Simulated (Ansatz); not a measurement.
**A computed series for TiO2: response to strain**

Take TiO$_{2}$ in the rutile structure (space group P4_2/mnm, No. 136) as the base.

```
TiO2
1.0
    4.64353     0.00000     0.00000
    0.00000     4.64353     0.00000
    0.00000     0.00000     2.96370
Ti O
2 4
Direct
  0.00000   0.00000   0.00000
  0.50000   0.50000   0.50000
  0.30512   0.30512   0.00000
  0.80512   0.19488   0.50000
  0.19488   0.80512   0.50000
  0.69488   0.69488   0.00000
```

Cartesian axes are those of the cell as printed.

Strains are applied to the cell and any free atomic positions relax; under biaxial strain the out-of-plane vector relaxes too.

Levels (all Ansatz, a quantum-chemistry and plane-wave program, PAW, earlier PAW set): PBE (420 eV, scalar-relativistic without spin-orbit coupling); r2SCAN (500 eV, without spin-orbit coupling).

The base cell above is that of PBE; each level relaxes its own structures.

| case | band gap, PBE | band gap, r2SCAN |
|---|---|---|
| biaxial strain −2.05 %, plane normal [001], relaxed out of plane | 1.85 eV | 2.24 eV |
| biaxial strain +0.63 %, plane normal [001], relaxed out of plane | 1.88 eV | 2.23 eV |
| isotropic strain −2.43 % | 1.94 eV | 2.34 eV |

PBE lies below r2SCAN in every row, by 0.35 eV to 0.40 eV. Near ties aside, they put the cases in the same order.

Whether these cells are dynamically stable was not tested. All final runs are without spin polarisation.
